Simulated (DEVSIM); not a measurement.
Structure: Mo/AlN/p-Ge capacitor, at 300 K.

| layer (left to right) | material | thickness (nm) | Na (cm⁻³) |
|---|---|---|---|
| 1 | AlN | 14.0 | - |
| 2 | Ge | 3700 | 2.6e16 |

Metal gate on the left, work function 4.6 eV. Fixed charge at the semiconductor interface 0 cm⁻² (in units of +e); no interface traps.

Constants are typed, rounded textbook-type inputs, not results; the design itself was drawn at random and stands for no fabricated device. Values at 300 K; Nc and Nv go as T^1.5, mobilities as T to minus their exponent, the gap by Varshni's rule with the affinity fixed.

```csv
parameter,AlN,Ge
gap (eV),6.1,0.664
affinity (eV),1.9,4
permittivity,8.5,16
Nc (cm⁻³),-,1.04e19
Nv (cm⁻³),-,6e18
Varshni α (eV/K),-,0.000477
Varshni β (K),-,235
```

DEVSIM, 1D Poisson equation in equilibrium, Boltzmann statistics, complete ionisation; no quantum confinement or tunnelling. Metal contacts follow the ideal Schottky-Mott rule: no Fermi-level pinning, no interface dipoles.

The temperature was swept, all else fixed.

| temperature (K) | minimum of the low-frequency capacitance (μF/cm²) | threshold voltage (band bending 2φF) (V) | flat-band voltage (V) |
|---|---|---|---|
| 250 | [?] | [?] | 0.03 |
| 300 | 0.0925 | 0.57 | 0.08 |
| 350 | 0.111 | 0.52 | 0.13 |
| 400 | 0.140 | 0.47 | 0.18 |
| 450 | 0.187 | 0.42 | 0.23 |
| 500 | 0.249 | 0.37 | 0.27 |

Problem. What belongs in the gaps?

Solution. 
- 250, minimum of the low-frequency capacitance (μF/cm²): 0.0809
- 250, threshold voltage (band bending 2φF) (V): 0.61
